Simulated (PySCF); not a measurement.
PySCF 2.14.0, BP86/def2-svpd, df: Nb(S)(Cl)2(OH) ([OH][Nb](=[S])([Cl])[Cl]), 6 atoms. The geometry is a generated start, not checked to be a minimum at this level.

| Property | Result |
|---|---|
| task | energy |
| method | bp86 |
| basis | def2-svpd |
| two-electron scheme | density fitting |
| mol.max_memory | 3000 MB |
| mf.max_cycle | 100 |
| mf.conv_tol | 1e-09 (default) |
| mf.grids.level | 3 (default) |
| effective core potentials | those of the basis set, past Kr |
| basis functions | 146 |
| grid points | 102968 |

```xyz
6

Nb     0.0576     0.2822     0.0098
S      1.8646    -0.4190    -1.0813
Cl     0.9554     1.4587     1.6560
Cl    -0.6546     1.9173    -1.3016
O     -0.8922    -1.1942     0.3047
H     -1.3308    -2.0450     0.4124
```

Charge 0 and multiplicity 1 are set for this test and not shown to be the ground state.

With the defaults (mf.DIIS = CDIIS, mf.diis = true, mf.damp = 0, mf.diis_start_cycle = 1, mf.diis_space = 8, newton = off, mf.level_shift = 0, mf.init_guess = minao) it converges in 20 Fock builds. One run each on 2 threads, 1 BLAS thread, with these changes:
- newton = Hessian by the SCF's own integrals
- mf.diis = false
- mf.diis = false, mf.damp = 0.7, mf.diis_start_cycle = 999
- mf.DIIS = EDIIS
- mf.level_shift = 0.1 Hartree
- mf.init_guess = huckel
- mf.diis_space = 12
- mf.diis_space = 5
- mf.level_shift = 1 Hartree

Problem. Which runs fail or end elsewhere than the default run?

Solution. No convergence: mf.DIIS = EDIIS; mf.diis = false; mf.diis = false, mf.damp = 0.7, mf.diis_start_cycle = 999 (the run ends without SCF convergence in 100 cycles). The rest reach the solution of the defaults.

| setting | Fock builds | end |
|---|---|---|
| the defaults | 20 | same solution |
| mf.diis_space = 12 | 20 | same solution |
| mf.init_guess = huckel | 20 | same solution |
| mf.level_shift = 0.1 Hartree | 21 | same solution |
| mf.diis_space = 5 | 24 | same solution |
| mf.level_shift = 1 Hartree | 52 | same solution |
| newton = Hessian by the SCF's own integrals | 64 | same solution |
| mf.DIIS = EDIIS | 101 | no convergence |
| mf.diis = false | 101 | no convergence |
| mf.diis = false, mf.damp = 0.7, mf.diis_start_cycle = 999 | 101 | no convergence |

Under newton the count holds the products with the orbital Hessian.
